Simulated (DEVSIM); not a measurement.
Device: Si p+/n-/n+ power diode, at 300 K.

```tsv
layer (left to right)	material	thickness (μm)	Nd (cm⁻³)	Na (cm⁻³)	τn (s)	τp (s)
1	Si	1.60	-	2e18	6.8e-5	6.8e-5
2	Si	14.0	2e16	-	6.8e-5	6.8e-5
3	Si	1.00	3.9e18	-	6.8e-5	6.8e-5
```

Left contact: ohmic. Right contact: ohmic. Voltage is applied to the left contact. Recombination: SRH at mid-gap, Auger. Mobility is μmin + (μ − μmin)/(1 + (N/Nref)^α).

Constants are typed, rounded textbook-type inputs, not results; the design itself was drawn at random and stands for no fabricated device. Values at 300 K.

```tsv
parameter	Si
gap (eV)	1.124
affinity (eV)	4.05
permittivity	11.7
Nc (cm⁻³)	2.86e19
Nv (cm⁻³)	3.1e19
μn (cm²/Vs)	1417
μp (cm²/Vs)	470
μn,min	52
μp,min	45
Nref,n	9.7e16
Nref,p	2.2e17
αn	0.68
αp	0.72
Cn (cm⁶/s)	2.8e-31
Cp (cm⁶/s)	9.9e-32
```

DEVSIM, 1D drift-diffusion, Boltzmann statistics, complete ionisation; no tunnelling, impact ionisation, image-force lowering or self-heating.

Tabulate band edges, carrier densities and field at zero bias.

Energies count from the Fermi level of the right contact; mesh points crowd at the junctions.

```json
[
 {"x (μm)": "0.000", "Ec (eV)": "1.053", "Ev (eV)": "-0.071", "n (cm⁻³)": "< 1e2", "p (cm⁻³)": "2.0e18", "field (V/cm)": "≈ 0"},
 {"x (μm)": "0.04734", "Ec (eV)": "1.053", "Ev (eV)": "-0.071", "n (cm⁻³)": "< 1e2", "p (cm⁻³)": "2.0e18", "field (V/cm)": "≈ 0"},
 {"x (μm)": "0.1851", "Ec (eV)": "1.053", "Ev (eV)": "-0.071", "n (cm⁻³)": "< 1e2", "p (cm⁻³)": "2.0e18", "field (V/cm)": "≈ 0"},
 {"x (μm)": "0.5625", "Ec (eV)": "1.053", "Ev (eV)": "-0.071", "n (cm⁻³)": "< 1e2", "p (cm⁻³)": "2.0e18", "field (V/cm)": "≈ 0"},
 {"x (μm)": "1.341", "Ec (eV)": "1.053", "Ev (eV)": "-0.071", "n (cm⁻³)": "< 1e2", "p (cm⁻³)": "2.0e18", "field (V/cm)": "≈ 0"},
 {"x (μm)": "1.527", "Ec (eV)": "1.053", "Ev (eV)": "-0.071", "n (cm⁻³)": "< 1e2", "p (cm⁻³)": "2.0e18", "field (V/cm)": "≈ 0"},
 {"x (μm)": "1.591", "Ec (eV)": "1.051", "Ev (eV)": "-0.073", "n (cm⁻³)": "< 1e2", "p (cm⁻³)": "1.8e18", "field (V/cm)": "-8000"},
 {"x (μm)": "1.648", "Ec (eV)": "0.706", "Ev (eV)": "-0.418", "n (cm⁻³)": "3.9e7", "p (cm⁻³)": "3.0e12", "field (V/cm)": "-55000"},
 {"x (μm)": "1.793", "Ec (eV)": "0.230", "Ev (eV)": "-0.894", "n (cm⁻³)": "3.9e15", "p (cm⁻³)": "30000", "field (V/cm)": "-12000"},
 {"x (μm)": "2.226", "Ec (eV)": "0.188", "Ev (eV)": "-0.936", "n (cm⁻³)": "2.0e16", "p (cm⁻³)": "5800", "field (V/cm)": "≈ 0"},
 {"x (μm)": "3.525", "Ec (eV)": "0.188", "Ev (eV)": "-0.936", "n (cm⁻³)": "2.0e16", "p (cm⁻³)": "5800", "field (V/cm)": "≈ 0"},
 {"x (μm)": "9.407", "Ec (eV)": "0.188", "Ev (eV)": "-0.936", "n (cm⁻³)": "2.0e16", "p (cm⁻³)": "5800", "field (V/cm)": "≈ 0"},
 {"x (μm)": "13.55", "Ec (eV)": "0.188", "Ev (eV)": "-0.936", "n (cm⁻³)": "2.0e16", "p (cm⁻³)": "5800", "field (V/cm)": "≈ 0"},
 {"x (μm)": "14.93", "Ec (eV)": "0.188", "Ev (eV)": "-0.936", "n (cm⁻³)": "2.0e16", "p (cm⁻³)": "5800", "field (V/cm)": "≈ 0"},
 {"x (μm)": "15.46", "Ec (eV)": "0.187", "Ev (eV)": "-0.937", "n (cm⁻³)": "2.0e16", "p (cm⁻³)": "5700", "field (V/cm)": "-180"},
 {"x (μm)": "15.57", "Ec (eV)": "0.166", "Ev (eV)": "-0.958", "n (cm⁻³)": "4.7e16", "p (cm⁻³)": "2500", "field (V/cm)": "-8800"},
 {"x (μm)": "15.61", "Ec (eV)": "0.053", "Ev (eV)": "-1.071", "n (cm⁻³)": "3.7e18", "p (cm⁻³)": "< 1e2", "field (V/cm)": "-5400"},
 {"x (μm)": "15.67", "Ec (eV)": "0.052", "Ev (eV)": "-1.073", "n (cm⁻³)": "3.9e18", "p (cm⁻³)": "< 1e2", "field (V/cm)": "≈ 0"},
 {"x (μm)": "15.94", "Ec (eV)": "0.052", "Ev (eV)": "-1.073", "n (cm⁻³)": "3.9e18", "p (cm⁻³)": "< 1e2", "field (V/cm)": "≈ 0"},
 {"x (μm)": "16.35", "Ec (eV)": "0.052", "Ev (eV)": "-1.073", "n (cm⁻³)": "3.9e18", "p (cm⁻³)": "< 1e2", "field (V/cm)": "≈ 0"},
 {"x (μm)": "16.53", "Ec (eV)": "0.052", "Ev (eV)": "-1.073", "n (cm⁻³)": "3.9e18", "p (cm⁻³)": "< 1e2", "field (V/cm)": "≈ 0"},
 {"x (μm)": "16.60", "Ec (eV)": "0.052", "Ev (eV)": "-1.073", "n (cm⁻³)": "3.9e18", "p (cm⁻³)": "< 1e2", "field (V/cm)": "≈ 0"}
]
```
